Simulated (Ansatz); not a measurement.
Band structure of CuRu3 (I4/mmm, 4 atoms in the cell).

```
CELL_PARAMETERS angstrom
     -1.86921     1.86921     3.94628
      1.86921    -1.86921     3.94628
      1.86921     1.86921    -3.94628
ATOMIC_POSITIONS crystal
  Cu 0.00000 0.00000 0.00000
  Ru 0.75000 0.25000 0.50000
  Ru 0.25000 0.75000 0.50000
  Ru 0.50000 0.50000 0.00000
```

Method of the run: PBEsol, PAW files made with PBE (plane waves; Ansatz, an electronic-structure program).

Settings: kpoints.mp_grid.grid = 8 8 8; hamiltonian.xc = pbesol; hamiltonian.pseudopotentials = {kind: paw} (the program's default PAW files); scf.occupations.method = gaussian; scf.occupations.width = 0.1 eV; kpoints.band_path.npoints = 8.

The starting cell comes from a database of computed structures (which also holds hypothetical and non-ambient phases and stackings), without a prior relaxation at this level. Its lattice was rescaled by a random factor within 2.5 % of one. Spin polarisation is off.

Levels in eV from the Fermi level, bands 30 to 37:
```tsv
point	30	31	32	33	34	35	36	37
Γ	-1.10	-0.46	-0.21	0.22	1.14	1.14	1.23	2.16
X	-1.52	-1.00	0.13	0.18	0.26	0.34	0.68	1.26
Y	-1.34	-1.05	-0.66	-0.40	-0.11	0.80	0.92	1.19
S	-1.01	-0.93	-0.76	-0.67	-0.29	0.01	0.03	1.33
Z	-0.32	-0.32	0.06	0.26	1.10	1.36	1.36	1.72
S1	-1.01	-0.93	-0.76	-0.67	-0.29	0.01	0.03	1.33
N	-1.68	-0.97	-0.71	-0.62	-0.57	-0.38	-0.07	1.26
P	-1.58	-1.58	-1.55	-0.13	-0.13	0.33	1.17	1.55
Y1	-1.34	-1.05	-0.66	-0.40	-0.11	0.80	0.92	1.19
```

Bands cross the Fermi level along this path, so the cell is metallic at this level.

Keys are those of Ansatz 0.2.
